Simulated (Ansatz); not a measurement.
WSe2 under a change: Se → Br

Take WSe2 in the 2H-MoS2 type structure (space group P6_3/mmc, No. 194; a = 3.300 Å, c = 13.151 Å; layered, stacked along the Cartesian z axis) as the base.

The change: Br takes the place of Se on all its sites, then cell and atoms are relaxed.

Computed with r2SCAN+rVV10 (Ansatz, an electronic-structure program, PAW, no spin-orbit coupling). k-mesh 17×17×4 (Γ-centred); smearing 0.05 eV (Fermi–Dirac), for the changed cell.

| quantity | base | changed | shift |
|---|---|---|---|
| volume per atom | 20.67 Å³ | 21.25 Å³ | +0.58 Å³ |
| c/a ratio | 3.985 | 4.458 | +0.4721 |
| space group | P6_3/mmc (No. 194) | P6_3/mmc (No. 194) | – |
| band gap | 1.12 eV | zero | – |

Final structure:

```
WBr2
1.0
    3.20824     0.00000     0.00000
   -1.60412     2.77842     0.00000
    0.00000     0.00000    14.30074
W Br
2 4
Direct
  0.33333   0.66667   0.25000
  0.66667   0.33333   0.75000
  0.33333   0.66667   0.61534
  0.66667   0.33333   0.11534
  0.66667   0.33333   0.38466
  0.33333   0.66667   0.88466
```

Cost of the whole job for the changed cell (relaxation, final SCF and bands): roughly 5 core-minutes.

With W present, leaving out spin-orbit coupling can change the band edges. Whether these cells are dynamically stable was not tested. As relaxed here, WBr2 is a hypothetical phase, not in the database extracts checked. No Hubbard U is applied, and correlation can decide whether such a compound is a metal. The final runs are not spin-polarised. WBr2 has a high density of states at the Fermi level and may be magnetic at this level.
